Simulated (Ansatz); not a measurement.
Consider Ga$_{2}$O$_{3}$ in the corundum structure (space group R-3c, No. 167).

```
Ga2O3
1.0
    2.52884     1.46003     4.54105
   -2.52884     1.46003     4.54105
    0.00000    -2.92005     4.54105
Ga O
4 6
Direct
  0.35584   0.35584   0.35584
  0.14416   0.14416   0.14416
  0.64416   0.64416   0.64416
  0.85584   0.85584   0.85584
  0.55313   0.94687   0.25000
  0.25000   0.55313   0.94687
  0.94687   0.25000   0.55313
  0.44687   0.05313   0.75000
  0.75000   0.44687   0.05313
  0.05313   0.75000   0.44687
```

The values are results of PBE/PAW in Ansatz (an electronic-structure program), without spin-orbit coupling, not measurements.

For the base:

- Gap character: indirect, Γ–S₀ (50 % along) → Γ
- Shortest interatomic distance: 3.688 bohr
- Smallest direct gap: 2.63 eV
- c/a ratio: 2.694

The change: cell and atoms relaxed at a pressure of 2.1 GPa.

**Question.** What happens to the gap character?

**Answer.** The gap character is still indirect, Γ–S₀ (50 % along) → Γ.

**Question.** What happens to the shortest interatomic distance?

**Answer.** The shortest interatomic distance drops by 0.012 bohr, from 3.688 bohr to 3.676 bohr.

**Question.** How does this affect the smallest direct gap?

**Answer.** The smallest direct gap grows by 0.11 eV to 2.74 eV.

**Question.** Predict the new c/a ratio.

**Answer.** The c/a ratio decreases by 0.003 to 2.691.

Load acts through the strain it causes; cell and atoms are relaxed under it. No phonon test of stability was made.
